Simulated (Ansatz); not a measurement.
The parent structure is Al in the fcc (Cu type) structure (space group Fm-3m, No. 225; a = 3.992 Å).

Level of theory: Ansatz (a quantum-chemistry and plane-wave program) r2SCAN, no SOC.

Base values:

```
Quantity    Value
--------  -------
Pressure  0.0 GPa
```

It is then changed as follows: an isotropic linear strain of +2.13 %, atoms relaxed at fixed cell.

**Question.** Predict the new energy relative to the base and pressure.

**Answer.** The energy rises by 17 meV/atom; the pressure goes from zero to -5.1 GPa.

Whether these cells are dynamically stable was not tested.
